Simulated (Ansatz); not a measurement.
The reference is a 10-atom supercell of CsSnBr₃ in the cubic perovskite structure (space group Pm-3m, No. 221) at its relaxed geometry.

```xyz
10
Lattice="5.7645 -5.7645 0.0000 0.0000 5.7645 -5.7645 0.0000 5.7645 5.7645" Properties=species:S:1:pos:R:3 pbc="T T T"
Cs     0.0000     0.0000     0.0000
Cs     0.0000     5.7645     0.0000
Sn     2.8822     2.8822     2.8822
Sn     2.8822     2.8822    -2.8822
Br     0.0000     2.8822     2.8822
Br     0.0000     8.6467     2.8822
Br     2.8822     2.8822     0.0000
Br     2.8822     8.6467     0.0000
Br     2.8822     0.0000     2.8822
Br     2.8822     5.7645     2.8822
```

The values are results of Ansatz (a program for electronic structure), PBEsol, PAW, cutoff 420 eV, scalar-relativistic without spin-orbit coupling, earlier PAW set, not measurements.

Base values:

| Property | Value |
|---|---|
| Pressure | 0.0 GPa |

The change: a neutral Cs on a Br site (antisite), atoms relaxed at fixed cell, starting from a slightly rattled geometry.

Task: Estimate the effect on the largest displacement of a host atom from its site in the perfect cell.

Result: The largest displacement of a host atom from its site in the perfect cell comes out as 1.91 Å.

Task: What happens to the pressure?

Result: The pressure goes from zero to 1.2 GPa.

The magnetic state is the one reached from the starting moments; the real material's order can differ, and small cells can't hold many antiferromagnetic ones. The cell is small, so the values are those of an ordered compound at a high defect concentration; dilute-limit values will differ. Seeded moments were not kept for Cs on a Br site (antisite). Many cubic perovskites are stable only at high temperature; tilts and polar distortions were not tested. The defect cell is spin-polarised and ends with 0.0 μB.
